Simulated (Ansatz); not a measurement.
Here is the system:

```
AlInAs2
1.0
    4.20322     0.00000     0.00000
    0.00000     4.20322     0.00000
    0.00000     0.00000    11.93259
As Al In
4 2 2
Direct
  0.00000   0.00000   0.27035
  0.50000   0.50000   0.00000
  0.00000   0.00000   0.72965
  0.50000   0.50000   0.50000
  0.50000   0.00000   0.61576
  0.00000   0.50000   0.38424
  0.50000   0.00000   0.13445
  0.00000   0.50000   0.86555
```

No spin polarisation.

Calculations: Ansatz (a quantum-chemistry and plane-wave program) PBE, no SOC. Γ-centred 8×8×3 mesh, Fermi–Dirac width 0.05 eV.

Q: Predict the valence-band top at Γ and band gap.

A: 
- Valence-band top at Γ (three highest levels, from the VBM) = 0.00, 0.00, -0.19 eV
- Band gap = 0.42 eV

These are small ordered cells, not random alloys; other orderings at the same x differ. No phonon test of stability was made. The cell was made from InAs by this change: x(Al) = 0.5, 8 atoms, P-4m2.
